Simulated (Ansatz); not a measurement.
# Effect of Si → Ge on TaSi2

The reference is TaSi2 (space group P6_222, No. 180; a = 4.7760 Å, c = 6.5628 Å).

Perturbation: full substitution Si → Ge, then cell and atoms are relaxed.

Calculations: r2SCAN in Ansatz (plane waves to 500 eV, PAW, spin-orbit coupling left out). k-mesh 11×11×7 (Γ-centred); smearing 0.05 eV (Fermi–Dirac).

| quantity | base | changed | shift |
|---|---|---|---|
| density | 9.11 g/cm³ | 11.27 g/cm³ | +2.16 g/cm³ |
| lattice parameter a | 4.776 Å | 4.967 Å | +0.191 Å |
| c/a ratio | 1.374 | 1.359 | -0.015 |
| space group | P6_222 (No. 180) | P6_222 (No. 180) | – |
| shortest interatomic distance | 2.550 Å | 2.654 Å | +0.104 Å |
| band gap | zero | zero | – |

Final structure:

```
TaGe2
1.0
    4.96726     0.00000     0.00000
   -2.48363     4.30177     0.00000
    0.00000     0.00000     6.74981
Ta Ge
3 6
Direct
  0.50000   0.00000   0.00000
  0.50000   0.50000   0.33333
  0.00000   0.50000   0.66667
  0.16359   0.32718   0.00000
  0.83641   0.16359   0.33333
  0.67282   0.83641   0.66667
  0.83641   0.67282   0.00000
  0.16359   0.83641   0.33333
  0.32718   0.16359   0.66667
```

Cost of the whole job for the changed cell (relaxation, final SCF and bands): around 9 core-minutes (rough).

Stability against distortions was not tested. All final runs are without spin polarisation. An odd electron count without spin: TaGe2 and TaSi2.

Ansatz is a program for electronic structure.
